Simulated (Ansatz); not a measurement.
# A computed series for Cu3N: pressure series

Consider Cu₃N (space group Pm-3m, No. 221; a = 3.721 Å).

Cell and atoms are relaxed at each pressure.

All numbers come from Ansatz (a first-principles code), LDA, PAW, cutoff 420 eV, no spin-orbit coupling.

```csv
pressure (GPa),volume per atom (Å³/atom)
-2,13.058
0,12.879
0.9,?
2.1,12.705
4.5,12.520
9,12.209
15,11.851
22.5,11.470
30,11.145
```

Q: Fit the third-order Birch–Murnaghan form P(V) = (3B₀/2)[(V₀/V)^(7/3) − (V₀/V)^(5/3)]·[1 + (3/4)(B₀′ − 4)((V₀/V)^(2/3) − 1)] (squares taken in P) to the rows shown and predict the withheld row.

A: Least squares on the printed values gives V₀ = 12.879 Å³/atom, B₀ = 149 GPa, B₀′ = 4.5; this predicts 12.803 Å³/atom, and the run gives 12.803 Å³/atom, in agreement.

Load acts through the strain it causes; cell and atoms are relaxed under it. No phonon test of stability was made. Competing high-pressure phases were not computed. The final runs are not spin-polarised.
